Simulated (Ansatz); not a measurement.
Re: pressure series

The reference is Re in the hcp (Mg type) structure (space group P6_3/mmc, No. 194; a = 2.775 Å, c = 4.483 Å).

Cell and atoms are relaxed at each pressure.

Method: PBE (Ansatz, an electronic-structure program, PAW, without spin-orbit coupling).

| pressure (GPa) | volume per atom (Å³/atom) |
|---|---|
| -2 | 15.034 |
| -1 | ? |
| 0 | 14.950 |
| 0.9 | 14.914 |
| 2.1 | 14.865 |
| 4.5 | 14.771 |
| 9 | 14.603 |
| 15 | 14.394 |
| 22.5 | 14.154 |

Task: Fit the third-order Birch–Murnaghan form P(V) = (3B₀/2)[(V₀/V)^(7/3) − (V₀/V)^(5/3)]·[1 + (3/4)(B₀′ − 4)((V₀/V)^(2/3) − 1)] (squares taken in P) to the rows shown and predict the withheld row.

Result: Least squares on the printed values gives V₀ = 14.950 Å³/atom, B₀ = 363 GPa, B₀′ = 4.5; this predicts 14.992 Å³/atom, and the run gives 14.992 Å³/atom, in agreement.

Load acts through the strain it causes; cell and atoms are relaxed under it. No phonon test of stability was made. Competing high-pressure phases were not computed. The final runs are not spin-polarised.
